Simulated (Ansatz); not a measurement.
Candidates (primitive cells; geometry: cell and atoms relaxed with PBEsol):
A. MgSe (Fm-3m), a = b = c = 3.854 Å, α = β = γ = 60.00°
B. K₂Te (Fm-3m), a = b = c = 5.721 Å, α = β = γ = 60.00°
C. Si (Fd-3m), a = b = c = 3.8423 Å, α = β = γ = 60.00°
D. AgBr (Fm-3m), a = b = c = 4.0122 Å, α = β = γ = 60.00°
E. Na$_{2}$Te (Fm-3m), a = b = c = 5.124 Å, α = β = γ = 60.00°

Question: Order them by hole conductivity mass (highest first) at the level Ansatz (a first-principles code) with PBEsol with spin-orbit coupling, rigid bands.

Answer: B (7.3 mₑ), E (1.74 mₑ), A (0.95 mₑ), D (0.64 mₑ), C (0.35 mₑ)

Masses are for dilute carriers at 300 K, harmonic means over directions unless an axis is named.

Formula and space group known from diffraction (Crystallography Open Database), not checked to be the room-temperature form: K2Te (Fm-3m), Na2Te (Fm-3m).
